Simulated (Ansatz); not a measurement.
An input for Ansatz (LDA) and the part of its output that reports the quasi-harmonic study. Lengths are of the primitive cell. The cell was generated from a structure type, relaxed within its symmetry, and need not be the phase found at ambient conditions. The run noted for some of its cells that some bands missed the eigensolver's tolerance. Spin-orbit coupling is not included.

Ansatz 0.2 input:
```yaml
crystal:
  lattice:
    - [3.738400468, 0.0, 0.0]
    - [-1.869200234, 3.2375497748, 0.0]
    - [0.0, 0.0, 4.7645931972]
  atoms:
    - { symbol: Pt, position: [0.0, 0.0, 0.0] }
    - { symbol: Se, position: [0.3333333333, 0.6666666667, 0.2653873238] }
    - { symbol: Se, position: [0.6666666667, 0.3333333333, 0.7346126762] }
kpoints:
  mp_grid: { grid: [12, 12, 8] }
hamiltonian:
  xc: lda
  pseudopotentials: { kind: paw }
scf:
  occupations: { method: methfessel_paxton, width: 0.15 }
phonons:
  method: dfpt
  qmesh: [3, 3, 2]
  temperatures: { t_max: 1000, t_step: 25 }
  thermal_expansion: {}
checkpoint:
  write: run
```

```
--- Thermal expansion: 19 cells in 3 rounds, 0 GPa ---
  no lower state was reached at cell 6; its state was not examined: fill_not_monotonic
  without vibrations: a 3.74147, b 3.74147, c 4.76359 Å, V 57.7496 Å³, B 63.71 GPa
  at 0 K: a 3.74468, b 3.74468, c 4.76888 Å, V 57.9131 Å³, B 63.47 GPa
  zero-point expansion: a +0.086, b +0.086, c +0.111, V +0.283 %
      T/K        a/Å        b/Å        c/Å       V/Å³ | expansion of a, b, c, V (1e-6/K)   | that of V in the mean from 25 °C | C_P, C_V (J/mol K of the cell) | B_T, B_S (GPa)
     0.00    3.74468    3.74468    4.76888    57.9131 |    0.00    0.00    0.00    0.00 |   21.65 |     0.000     0.000 |    63.47    63.47
   100.00    3.74499    3.74499    4.77367    57.9808 |    2.98    2.98   15.70   21.65 |   26.71 |    47.874    47.772 |    62.60    62.74
   200.00    3.74656    3.74656    4.78173    58.1276 |    4.97    4.97   17.51   27.44 |   28.27 |    66.771    66.447 |    61.50    61.80
   298.15    3.74852    3.74852    4.79004    58.2893 |    5.58    5.58   17.75   28.91 |       - |    71.746    71.217 |    60.50    60.95
   375.00    3.75017    3.75017    4.79656    58.4201 |    5.87    5.87   17.63   29.36 |   29.20 |    73.504    72.824 |    59.77    60.33
   475.00    3.75243    3.75243    4.80494    58.5927 |    6.16    6.16   17.27   29.60 |   29.43 |    74.847    73.983 |    58.89    59.58
   575.00    3.75479    3.75479    4.81314    58.7666 |    6.43    6.43   16.79   29.64 |   29.58 |    75.743    74.704 |    58.09    58.89
   675.00    3.75725    3.75725    4.82109    58.9409 |    6.69    6.69   16.20   29.58 |   29.66 |    76.440    75.239 |    57.35    58.26
   775.00    3.75982    3.75982    4.82875    59.1151 |    6.95    6.95   15.54   29.45 |   29.71 |    77.043    75.687 |    56.68    57.69
  stiffness (GPa) against the strains that keep the symmetry, 3 along the crystal's axis
    without vibrations: C11 + C12 275.55, C13 46.83, C33 67.55
  the static fit leaves 0.001 meV an atom of the energies and, of the stresses, 0.001 GPa of each cell's largest along a strain (root mean squares over the cells), whose Pulay part it has at -0.024 GPa
  vibrations' free energy: its fit leaves 0.0008 meV an atom at the most
  the electrons' free energy at temperature is in it; its fit leaves 0.0045 meV an atom at the most
  free energies summed between the sampled wave vectors
  estimated error of the fitted expansion in any direction: up to 0.665e-6/K, at 1000 K (an estimate, not a bound: it was exceeded on models of known expansion)
  by sums over the sampled wave vectors an expansion of the volume parts by up to 2.97e-6/K
  by a static energy of one degree less an expansion of the volume parts by up to 0.08e-6/K
  the FFT grids of the static calculations differ: 27 × 27 × 36, 30 × 30 × 36
  eigensolver_not_converged in the phonons of 6 cells: 6, 7, 8, 9, 12, 14
```

Warnings of the run: phonon_interpolation_lacks_quadrupole_term, thermal_expansion_settings.

Cost: around 9 core-hours (rough).

No phase change or melting is allowed for: the numbers belong to this structure as given.

The PAW data sets were generated under PBE and serve the other functionals too.

Ansatz is a program for electronic structure.
